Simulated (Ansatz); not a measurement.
Take TiO$_{2}$ in the rutile structure (space group P4_2/mnm, No. 136; a = 4.5912 Å, c = 2.9390 Å) as the base. Axes: x, y, z lie along a, b, c of the conventional cell.

Method: PBEsol, PAW, 420 eV (Ansatz, an electronic-structure program; no spin-orbit coupling).

Before the change:

| Item | Value |
|---|---|
| Electron mass | 0.54 mₑ along c, 1.1 mₑ across (at Γ) |
| Shortest interatomic distance | 1.942 Å |
| Band gap | 1.87 eV |

Modification: the cell is compressed by 2.40 % along z with no lateral relaxation, atoms relaxed at fixed cell.

Problem. What happens to the electron mass, stress, shortest interatomic distance and band gap?

Solution. The electron mass changes from 0.54 mₑ along c, 1.1 mₑ across (at Γ) to 0.51 mₑ along z, 1.1 mₑ across (at Γ); the stress (xx, yy, zz, yz, xz, xy; compression positive) comes out as (4.08, 4.08, 12.89, 0.00, 0.00, 0.00) GPa; the shortest interatomic distance decreases by 0.021 Å to 1.921 Å; the band gap goes up by 0.046 eV to 1.91 eV.

The cells carry an imposed strain or load. Masses are band curvatures over ±0.01 Å⁻¹ around the edge. No phonon test of stability was made. The final runs are not spin-polarised.
